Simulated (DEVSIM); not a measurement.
Device: abrupt Si p-n junction, at 250 K.

```
layer (left to right)  material  thickness (μm)  Nd (cm⁻³)  Na (cm⁻³)  τn (s)  τp (s)
---------------------  --------  --------------  ---------  ---------  ------  ------
1                            Si            10.0          -     1.8e18  1.1e-7  1.1e-7
2                            Si            4.70     2.3e17          -  1.1e-7  1.1e-7
```

Left contact: ohmic. Right contact: ohmic. Voltage is applied to the left contact. Recombination: SRH at mid-gap, radiative. Mobility is constant in doping.

The device is made up for the run: typed textbook-type constants, with dimensions and the other settings drawn at random. Values at 300 K; Nc and Nv go as T^1.5, mobilities as T to minus their exponent, the gap by Varshni's rule with the affinity fixed.

```tsv
parameter	Si
gap (eV)	1.124
affinity (eV)	4.05
permittivity	11.7
Nc (cm⁻³)	2.86e19
Nv (cm⁻³)	3.1e19
μn (cm²/Vs)	1417
μp (cm²/Vs)	470
T exponent of μn	2.3
T exponent of μp	2.2
B (cm³/s)	4.7e-15
Varshni α (eV/K)	0.000473
Varshni β (K)	636
```

DEVSIM, 1D drift-diffusion, Boltzmann statistics, complete ionisation; no tunnelling, impact ionisation, image-force lowering or self-heating.

### Question
Tabulate band edges, carrier densities and field at zero bias.

### Answer
Energies count from the Fermi level of the right contact; mesh points crowd at the junctions.

```
x (μm)   Ec (eV)  Ev (eV)  n (cm⁻³)  p (cm⁻³)  field (V/cm)
-------  -------  -------  --------  --------  ------------
0.000      1.081   -0.055     < 1e2    1.8e18           ≈ 0
0.03249    1.081   -0.055     < 1e2    1.8e18           ≈ 0
0.1142     1.081   -0.055     < 1e2    1.8e18           ≈ 0
0.3006     1.081   -0.055     < 1e2    1.8e18           ≈ 0
1.030      1.081   -0.055     < 1e2    1.8e18           ≈ 0
2.451      1.081   -0.055     < 1e2    1.8e18           ≈ 0
5.576      1.081   -0.055     < 1e2    1.8e18           ≈ 0
8.655      1.081   -0.055     < 1e2    1.8e18           ≈ 0
9.441      1.081   -0.055     < 1e2    1.8e18           ≈ 0
9.785      1.081   -0.055     < 1e2    1.8e18           ≈ 0
9.922      1.081   -0.055     < 1e2    1.8e18           ≈ 0
9.993      1.058   -0.078     < 1e2    6.4e17        -70000
10.02      0.560   -0.576     1.1e8     5.8e7       -180000
10.07      0.103   -1.033    1.8e17     < 1e2         -6800
10.30      0.098   -1.038    2.3e17     < 1e2           ≈ 0
10.73      0.098   -1.038    2.3e17     < 1e2           ≈ 0
11.80      0.098   -1.038    2.3e17     < 1e2           ≈ 0
13.38      0.098   -1.038    2.3e17     < 1e2           ≈ 0
14.31      0.098   -1.038    2.3e17     < 1e2           ≈ 0
14.54      0.098   -1.038    2.3e17     < 1e2           ≈ 0
14.65      0.098   -1.038    2.3e17     < 1e2           ≈ 0
14.70      0.098   -1.038    2.3e17     < 1e2           ≈ 0
```
